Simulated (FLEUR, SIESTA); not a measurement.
A FLEUR input for a self-consistent single point of CuGe₃ (P6_3/mmc, 8 atoms in the cell) (DFT, PBEsol, all-electron FLAPW (FLEUR), scalar-relativistic valence):

Input of the input generator:

```
CuGe3
&input film=f /
4.3454397514 0.0000000577 0.0000000000
-2.1727199257 3.7632611865 0.0000000000
0.0000000000 0.0000000000 8.9349200000
1.8897261246
1.0 1.0 1.0

8
29 0.6666666667 0.3333333333 0.7500000000
29 0.3333333333 0.6666666667 0.2500000000
32 0.6666666667 0.3333333333 0.0756100000
32 0.3333333333 0.6666666667 0.9243900000
32 0.3333333333 0.6666666667 0.5756100000
32 0.6666666667 0.3333333333 0.4243900000
32 0.0000000000 0.0000000000 0.7500000000
32 0.0000000000 0.0000000000 0.2500000000

&comp jspins=1 /
&exco xctyp='PBEs' /
&kpt div1=5 div2=5 div3=3 /
&end /
```

```xml
<?xml version="1.0" encoding="UTF-8" standalone="no"?>
<fleurInput fleurInputVersion="0.39">
   <comment>
      CuGe3                                                                                               
   </comment>
   <calculationSetup>
      <cutoffs Kmax="3.6" Gmax="14.4" GmaxXC="14.4" numbands="0"/>
      <scfLoop itmax="100" minDistance="0.00001" maxIterBroyd="15" imix="Anderson" alpha="0.05" precondParam="0.0" spinf="2.0"/>
      <coreElectrons ctail="T" frcor="F" kcrel="0" coretail_lmax="0"/>
      <xcFunctional name="PBEs" relativisticCorrections="F"/>
      <magnetism jspins="1"/>
      <soc l_soc="F" theta="0.0" phi="0.0" spav="F"/>
      <expertModes spex="0" secvar="F"/>
      <geometryOptimization l_f="T" forcealpha="1.0" forcemix="BFGS" epsdisp="0.00001" epsforce="0.00001"/>
      <ldaU l_linMix="F" mixParam="0.05" spinf="1.0"/>
   </calculationSetup>
   <cell>
      <bzIntegration valenceElectrons="106.0" mode="hist" fermiSmearingEnergy="0.00367493">
         <kPointListSelection listName="default-1"/>
         <!-- k-points included here -->
         <xi:include xmlns:xi="http://www.w3.org/2001/XInclude" href="kpts.xml"> </xi:include>
      </bzIntegration>
      <!-- symmetry operations included here -->
      <xi:include xmlns:xi="http://www.w3.org/2001/XInclude" href="sym.xml"> </xi:include>
      <bulkLattice scale="1.0">
         <bravaisMatrix>
            <row-1>    8.2116910210959091     0.0000001090371974     0.0000000000000000</row-1>
            <row-2>   -4.1058456050342604     7.1115329778222423     0.0000000000000000</row-2>
            <row-3>    0.0000000000000000     0.0000000000000000    16.8845517452110307</row-3>
         </bravaisMatrix>
      </bulkLattice>
   </cell>
   <atomSpecies>
      <species name="Copper (Cu)" element="Cu" atomicNumber="29">
         <mtSphere radius="2.21" gridPoints="763" logIncrement="0.016"/>
         <atomicCutoffs lmax="8" lnonsphr="6"/>
         <electronConfig flipSpins="F">
            <coreConfig>(1s1/2) (2s1/2) (2p1/2) (2p3/2) (3s1/2) (3p1/2) (3p3/2)</coreConfig>
            <valenceConfig>(4s1/2) (3d3/2) (3d5/2)</valenceConfig>
            <stateOccupation state="(4s1/2)" spinUp="0.5" spinDown="0.5"/>
         </electronConfig>
         <energyParameters s="4" p="4" d="3" f="4"/>
         <lo type="HELO" l="2" n="4" eDeriv="0"/>
      </species>
      <species name="Germanium (Ge)" element="Ge" atomicNumber="32">
         <mtSphere radius="2.21" gridPoints="763" logIncrement="0.016"/>
         <atomicCutoffs lmax="8" lnonsphr="6"/>
         <electronConfig flipSpins="F">
            <coreConfig>(1s1/2) (2s1/2) (2p1/2) (2p3/2) (3s1/2) (3p1/2) (3p3/2)</coreConfig>
            <valenceConfig>(4s1/2) (3d3/2) (3d5/2) (4p1/2) (4p3/2)</valenceConfig>
            <stateOccupation state="(4p1/2)" spinUp="0.3333333333333" spinDown="0.3333333333333"/>
            <stateOccupation state="(4p3/2)" spinUp="0.6666666666667" spinDown="0.6666666666667"/>
         </electronConfig>
         <energyParameters s="4" p="4" d="3" f="4"/>
         <lo type="HELO" l="2" n="4" eDeriv="0"/>
      </species>
   </atomSpecies>
   <atomGroups>
      <atomGroup species="Copper (Cu)">
         <relPos label="                   1">-1.000/3.000 1.000/3.000 -1.000/4.000</relPos>
         <relPos label="                   2">1.000/3.000 -1.000/3.000 1.000/4.000</relPos>
         <force calculate="T" relaxXYZ="TTT"/>
      </atomGroup>
      <atomGroup species="Germanium (Ge)">
         <relPos label="                   3">-1.000/3.000 1.000/3.000 .0756100000</relPos>
         <relPos label="                   4">1.000/3.000 -1.000/3.000 -.0756100000</relPos>
         <relPos label="                   5">1.000/3.000 -1.000/3.000 -.4243900000</relPos>
         <relPos label="                   6">-1.000/3.000 1.000/3.000 .4243900000</relPos>
         <force calculate="T" relaxXYZ="TTT"/>
      </atomGroup>
      <atomGroup species="Germanium (Ge)">
         <relPos label="                   7">.0000000000 .0000000000 -1.000/4.000</relPos>
         <relPos label="                   8">.0000000000 .0000000000 1.000/4.000</relPos>
         <force calculate="T" relaxXYZ="TTT"/>
      </atomGroup>
   </atomGroups>
   <output dos="F" band="F" slice="F">
      <checks vchk="F" cdinf="F"/>
      <bandDOS minEnergy="-.5*Htr" maxEnergy="0.5*Htr" sigma="0.015" storeEVData="T"/>
      <vacuumDOS vacdos="F" integ="F" star="F" nstars="0" locx1="0.0" locy1="0.0" locx2="0.0" locy2="0.0" nstm="0" tworkf="0.0"/>
      <unfoldingBand unfoldBand="F" supercellX="1" supercellY="1" supercellZ="1"/>
      <plotting iplot="0" polar="F">
         <plot TwoD="T" vec1="  1.0  0.0  0.0" vec2="  0.0  1.0  0.0" vec3="  0.0  0.0  1.0" zero="  0.0  0.0  0.0" file="plot"/>
      </plotting>
      <chargeDensitySlicing numkpt="0" minEigenval="0.0" maxEigenval="0.0" nnne="0" pallst="F"/>
      <specialOutput eonly="F"/>
      <magneticCircularDichroism mcd="F" energyLo="-10.0" energyUp="0.0"/>
   </output>
  <!-- We include the file relax.xml here to enable relaxations (see documentation) -->
  <xi:include xmlns:xi="http://www.w3.org/2001/XInclude" href="relax.xml"> <xi:fallback/> </xi:include>
</fleurInput>
```

Q: Give the SIESTA input for the same structure, mesh, smearing and functional.

A: This is the input that was run; spellings and numerical settings could be chosen otherwise.

```
# files in the folder: Cu.psml Ge.psml (PseudoDojo PBEsol standard)
SystemName  CuGe3
SystemLabel CuGe3

NumberOfAtoms                8
NumberOfSpecies              2
%block ChemicalSpeciesLabel
  1 29 Cu
  2 32 Ge
%endblock ChemicalSpeciesLabel
LatticeConstant              1.0 Bohr
%block LatticeVectors
     8.211691491    0.000000000    0.000000000
    -4.105845745    7.111532625    0.000000000
     0.000000000    0.000000000   16.884551745
%endblock LatticeVectors
AtomicCoordinatesFormat      Ang
%block AtomicCoordinatesAndAtomicSpecies
     2.172722173    1.254419079    6.701190000  1
    -0.000002173    2.508841921    2.233730000  1
     2.172722173    1.254419079    0.675569301  2
    -0.000002173    2.508841921    8.259350699  2
    -0.000002173    2.508841921    5.143029301  2
     2.172722173    1.254419079    3.791890699  2
     0.000000000    0.000000000    6.701190000  2
     0.000000000    0.000000000    2.233730000  2
%endblock AtomicCoordinatesAndAtomicSpecies

XC.functional                GGA
XC.authors                   PBEsol
PAO.BasisSize                DZP
PAO.EnergyShift              0.01 Ry
MeshCutoff                   350 Ry
%block kgrid.MonkhorstPack
    5   0   0  0.0
    0   5   0  0.0
    0   0   3  0.0
%endblock kgrid.MonkhorstPack
OccupationFunction           FD
ElectronicTemperature        1160.45 K

MaxSCFIterations             150
SCF.Mixer.Method             Broyden
SCF.Mixer.Weight             0.25
SCF.Mixer.History            8
SCF.DM.Tolerance             1.0E-04
Diag.ParallelOverK           true
WriteForces                  true
Charge.Mulliken              end
```

Basis, cutoffs, solver keys and any potentials are the target program's own. This input uses DFT, GGA PBEsol, numerical atomic orbitals DZP, PseudoDojo PBEsol standard norm-conserving potentials (rewritten from UPF to PSML).

The starting cell comes from a database of computed structures (which also holds hypothetical and non-ambient phases and stackings), without a prior relaxation at this level.
